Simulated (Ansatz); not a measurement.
TiB2, alloy series

The reference is TiB2 (space group P6/mmm, No. 191).

Space group P6/mmm (No. 191); a = b = 3.0247 Å, c = 3.2226 Å, α = β = 90.00°, γ = 120.00°

| atom | site | symmetry | x | y | z |
|---|---|---|---|---|---|
| Ti | 1a | 6/mmm | 0.0000 | 0.0000 | 0.0000 |
| B | 2d | -6m2 | 0.3333 | 0.6667 | 0.5000 |

The other end (x = 1) is HfB2 (space group P6/mmm, No. 191): 9.88 Å³/atom, gap zero.

Hf replaces a fraction x of Ti; each row is one arrangement (x, atoms in the cell, starting space group or random), fully relaxed.

All numbers come from Kohn–Sham DFT with the r2SCAN functional, run in Ansatz (a quantum-chemistry and plane-wave program) with PAW and 500 eV plane waves, no SOC.

| Hf fraction x | volume per atom (Å³/atom) |
|---|---|
| 0 | 8.511 |
| 0.25 (P6/mmm, 12 atoms) | 8.891 |
| 0.25 (Immm, 12 atoms) | 8.880 |
| 0.25 (Pmmm, 12 atoms) | 8.890 |
| 0.333 (P6/mmm, 9 atoms) | 9.013 |
| 0.5 (C2/m, 12 atoms) | 9.239 |
| 0.5 (Cmcm, 12 atoms) | 9.230 |
| 0.75 (Pmmm, 12 atoms) | ? |
| 1 | 9.880 |

**Question.** Fit V(x) = (1 − x) V(0) + x V(1) − b x(1 − x) with the ends held (b = 0 is Vegard's rule) to the rows shown and predict the withheld row.

**Answer.** Least squares on the printed values gives b = -0.17 Å³/atom, against 9.538 Å³/atom from the straight line alone (largest residual 0.009 Å³/atom); this predicts 9.570 Å³/atom, and the run gives 9.566 Å³/atom, 0.004 lower.

These are small ordered cells, not random alloys; other orderings at the same x differ. Stability against distortions was not tested. The final runs are not spin-polarised.
